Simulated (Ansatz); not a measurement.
# How the band gap of LaN (model structure, started from the zincblende type, F-43m, No. 216, 2 atoms in the cell) moves with the method

No measured value is used here.

```json
[
 {"level (code)": "LDA (Ansatz)", "value (eV)": "1.02", "cell (Å³/atom)": "20.85"},
 {"level (code)": "PBEsol+SOC (Ansatz)", "value (eV)": "0.98 (indirect)", "cell (Å³/atom)": "21.33"},
 {"level (code)": "r²SCAN+SOC (Ansatz)", "value (eV)": "1.44 (indirect)", "cell (Å³/atom)": "21.33"},
 {"level (code)": "r²SCAN+rVV10 (Ansatz)", "value (eV)": "1.45", "cell (Å³/atom)": "21.79"},
 {"level (code)": "dielectric-dependent PBEsol hybrid (Ansatz)", "value (eV)": "1.86", "cell (Å³/atom)": "21.33"},
 {"level (code)": "HSE06+SOC (Ansatz)", "value (eV)": "2.10 (indirect)", "cell (Å³/atom)": "21.33"},
 {"level (code)": "PBE0 (Ansatz)", "value (eV)": "2.88", "cell (Å³/atom)": "21.33"},
 {"level (code)": "r²SCAN0 (Ansatz)", "value (eV)": "3.08", "cell (Å³/atom)": "21.33"}
]
```

Computed values are for a static lattice. Spin–orbit coupling is included only where a level's name says +SOC; with heavier elements it mostly lowers gaps and can invert bands.  Values are at the PBEsol cell; LDA at the level's own relaxed cell; r²SCAN+rVV10 at the level's own equilibrium cell. Cutoffs and k meshes differ between the levels. Ansatz's density-functional and Hartree–Fock values are scalar-relativistic unless marked +SOC, with PAW data made under PBE.

A model structure was made by putting elements into a prototype or built by hand; it is no filed structure, need not be a known phase, and can be a saddle point held by its symmetry.

Ansatz is a first-principles code.
